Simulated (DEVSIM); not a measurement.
System: Ti/SiO2/n-Ge capacitor, at 250 K.

```tsv
layer (left to right)	material	thickness (nm)	Nd (cm⁻³)
1	SiO2	9.90	-
2	Ge	750	3.2e17
```

Metal gate on the left, work function 4.33 eV. Fixed charge at the semiconductor interface 2.5e11 cm⁻² (in units of +e); no interface traps.

Constants are typed, rounded textbook-type inputs, not results; the design itself was drawn at random and stands for no fabricated device. Values at 300 K; Nc and Nv go as T^1.5, mobilities as T to minus their exponent, the gap by Varshni's rule with the affinity fixed.

```tsv
parameter	SiO2	Ge
gap (eV)	9	0.664
affinity (eV)	0.9	4
permittivity	3.9	16
Nc (cm⁻³)	-	1.04e19
Nv (cm⁻³)	-	6e18
Varshni α (eV/K)	-	0.000477
Varshni β (K)	-	235
```

DEVSIM, 1D Poisson equation in equilibrium, Boltzmann statistics, complete ionisation; no quantum confinement or tunnelling. Metal contacts follow the ideal Schottky-Mott rule: no Fermi-level pinning, no interface dipoles.

### Question
Tabulate band edges, carrier densities and field at -0.7 V on the gate.

### Answer
Energies count from the Fermi level of the right contact; mesh points crowd at the junctions.

| x (μm) | Ec (eV) | Ev (eV) | n (cm⁻³) | p (cm⁻³) | field (V/cm) |
|---|---|---|---|---|---|
| 0.000 | 4.130 | -4.870 | < 1e2 | < 1e2 | -680000 |
| 0.001033 | 4.059 | -4.941 | < 1e2 | < 1e2 | -680000 |
| 0.002655 | 3.949 | -5.051 | < 1e2 | < 1e2 | -680000 |
| 0.005432 | 3.759 | -5.241 | < 1e2 | < 1e2 | -680000 |
| 0.008441 | 3.553 | -5.447 | < 1e2 | < 1e2 | -680000 |
| 0.009599 | 3.474 | -5.526 | < 1e2 | < 1e2 | -680000 |
| 0.01054 | 0.346 | -0.337 | 8.5e11 | 7.3e11 | -140000 |
| 0.01308 | 0.312 | -0.370 | 4.0e12 | 1.6e11 | -130000 |
| 0.01728 | 0.262 | -0.420 | 4.1e13 | 1.5e10 | -110000 |
| 0.02554 | 0.183 | -0.500 | 1.6e15 | 3.8e8 | -82000 |
| 0.04176 | 0.096 | -0.587 | 9.4e16 | 6600000 | -28000 |
| 0.08825 | 0.069 | -0.614 | 3.2e17 | 1900000 | -100 |
| 0.1651 | 0.069 | -0.614 | 3.2e17 | 1900000 | ≈ 0 |
| 0.3058 | 0.069 | -0.614 | 3.2e17 | 1900000 | ≈ 0 |
| 0.5697 | 0.069 | -0.614 | 3.2e17 | 1900000 | ≈ 0 |
| 0.6604 | 0.069 | -0.614 | 3.2e17 | 1900000 | ≈ 0 |
| 0.7098 | 0.069 | -0.614 | 3.2e17 | 1900000 | ≈ 0 |
| 0.7350 | 0.069 | -0.614 | 3.2e17 | 1900000 | ≈ 0 |
| 0.7502 | 0.069 | -0.614 | 3.2e17 | 1900000 | ≈ 0 |
| 0.7556 | 0.069 | -0.614 | 3.2e17 | 1900000 | ≈ 0 |
| 0.7583 | 0.069 | -0.614 | 3.2e17 | 1900000 | ≈ 0 |
| 0.7599 | 0.069 | -0.614 | 3.2e17 | 1900000 | ≈ 0 |
